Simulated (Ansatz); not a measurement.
Start from MoSi2 (space group I4/mmm, No. 139; relaxed with 0.1 eV smearing).

```yaml
crystal:
  lattice:
    - [-1.60843, 1.60843, 3.93738]
    - [1.60843, -1.60843, 3.93738]
    - [1.60843, 1.60843, -3.93738]
  atoms:
    - { symbol: Mo, position: [0.00000, 0.00000, 0.00000] }
    - { symbol: Si, position: [0.33507, 0.33507, 0.00000] }
    - { symbol: Si, position: [0.66493, 0.66493, 0.00000] }
```

Cartesian axes are those of the cell as printed.

The values are results of DFT with PBE, PAW potentials and a 420 eV plane-wave cutoff in Ansatz (a quantum-chemistry and plane-wave program), no spin-orbit coupling, earlier PAW set, not measurements.

Base values:

```
Quantity   Result
--------  -------
Pressure  0.0 GPa
```

Now apply this change: tensile biaxial strain of 1.53 % in the plane normal to [001], as in epitaxy on a mismatched substrate; the out-of-plane cell vector and the atoms relax.

### Question
How does this affect the energy relative to the base?

### Answer
The energy grows by 9.0 meV/atom.

### Question
How does this affect the pressure?

### Answer
The pressure (mean of the normal stresses, compression positive) goes from zero to -4.5 GPa.

Whether these cells are dynamically stable was not tested. The final runs are not spin-polarised.
